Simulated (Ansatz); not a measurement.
Seebeck coefficient (μV/K, mean over directions) of n-type LuOBr (P4/nmm) against carrier density, PBEsol+D3BJ, rigid bands (Ansatz, a program for electronic structure). Computed gap 3.97 eV; densities at which minority carriers matter at this gap, or further valleys turn the trend, are left out. Conductivity mass 0.53 mₑ (harmonic mean over directions), N_c = 1.3e19 cm⁻³ at 300 K.

```tsv
electron density	300 K	500 K
1e16 cm⁻³	-829	-890
1e17 cm⁻³	-631	-691
1e18 cm⁻³	-433	[?]
3e18 cm⁻³	[?]	-399
1e19 cm⁻³	-238	-296
3e19 cm⁻³	-152	-206
1e20 cm⁻³	-77	-118
3e20 cm⁻³	-37	[?]
1e21 cm⁻³	-22	-42
```

**Question.** Complete the blanks.

**Answer.** 
- 1e18 cm⁻³, 500 K: -493
- 3e18 cm⁻³, 300 K: -339
- 3e20 cm⁻³, 500 K: -62

Rigid bands with a gap fixed in temperature, one relaxation time for all states, no polarons or phonon drag, and whether or not such doping can be reached. Spin-orbit coupling is left out. Geometry: cell and atoms relaxed with PBEsol+D3(BJ).

Formula and space group known from diffraction (Crystallography Open Database), not checked to be the room-temperature form: LuOBr (P4/nmm). PBEsol with a dispersion correction tends to overbind, so the cell can be several per cent short, in bad cases over ten, which usually narrows a gap: LuOBr (P4/nmm).
